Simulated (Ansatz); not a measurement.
Cost and result by functional for the surface energy of the (111) surface of alpha tin in its 1x1 cell, outermost plane spacing 0.96 Å in the ideal cut, in Ansatz (plane waves, PAW). Single points on the PBE structure, on one kind of machine; costs are rough ratios of the slab run's core time (references not counted) to the cheapest single point. r2SCAN's cost holds its higher cutoff (500 against 420 eV). Differences are taken against r2SCAN for comparison alone: no measured value is at hand, so the table doesn't rank accuracy.

Slab: 8 atoms, 12.5 Å thick at the start; k 9x9x1, smearing 0.1 eV, dipole-corrected; all atoms relaxed; held to the start's symmetry, so lower structures may exist; no spin, no spin-orbit, no U. These notes are the PBE run's.

| functional | relative cost | surface energy (J/m²) | less r2SCAN (J/m²) |
|---|---|---|---|
| RPBE | 1 | 0.57 | -0.20 |
| LDA | 1 | 0.77 | 0.00 |
| PBEsol | 1 | 0.72 | -0.05 |
| r2SCAN | 2 | 0.78 | 0.00 |
| PBE (the relaxed run's value) | – | 0.64 | -0.13 |

The values span 0.20 J/m², while the single points' costs differ by a factor of roughly 2. Differences are of unrounded values.

Ansatz is a first-principles code.
